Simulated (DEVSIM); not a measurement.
System: Schottky contact on n-type β-Ga2O3, at 400 K.

| layer (left to right) | material | thickness (μm) | Nd (cm⁻³) | τn (s) | τp (s) |
|---|---|---|---|---|---|
| 1 | β-Ga2O3 | 0.920 | 2.1e17 | 8.5e-8 | 8.5e-8 |
| 2 | β-Ga2O3 | 13.0 | 9.2e17 | 8.5e-8 | 8.5e-8 |

Left contact: Schottky, work function 5.29 eV, emission velocity 5.5e6 cm/s. Right contact: ohmic. Voltage is applied to the left contact. Recombination: SRH at mid-gap, radiative. Mobility is μmin + (μ − μmin)/(1 + (N/Nref)^α).

The device is made up for the run: typed textbook-type constants, with dimensions and the other settings drawn at random. Values at 300 K; Nc and Nv go as T^1.5, mobilities as T to minus their exponent, the gap by Varshni's rule with the affinity fixed. The table also holds parameters that only a changed run uses.

| parameter | β-Ga2O3 |
|---|---|
| gap (eV) | 4.8 |
| affinity (eV) | 4 |
| permittivity | 10 |
| Nc (cm⁻³) | 3.7e18 |
| Nv (cm⁻³) | 5e20 |
| μn (cm²/Vs) | 160 |
| μp (cm²/Vs) | 1 |
| μn,min | 20 |
| μp,min | 0.1 |
| Nref,n | 1e18 |
| Nref,p | 1e18 |
| αn | 0.8 |
| αp | 0.8 |
| T exponent of μn | 1.8 |
| T exponent of μp | 1.5 |
| B (cm³/s) | 1e-12 |
| Cn (cm⁶/s) | 1e-31 |
| Cp (cm⁶/s) | 1e-31 |
| Varshni α (eV/K) | 0.0004 |
| Varshni β (K) | 600 |

Model (solved in DEVSIM): 1D drift-diffusion, Boltzmann statistics, complete ionisation; no tunnelling, impact ionisation, image-force lowering or self-heating. Metal contacts follow the ideal Schottky-Mott rule: no Fermi-level pinning, no interface dipoles.

Base results: dark forward voltage at 100 A/cm² (V) 0.952; potential step across the device at zero bias (V) 1.227.

What follows from this one change: doping Nd of layer 2 9.2e+17 → 2.8e+18 cm^-3?

dark forward voltage at 100 A/cm² 0.952 → 0.944 V; potential step across the device at zero bias 1.227 → 1.266 V.

What follows from this one change: thickness of layer 2 13 → 39 μm?

dark forward voltage at 100 A/cm² 0.952 → 0.984 V; potential step across the device at zero bias little changed (1.227 V).
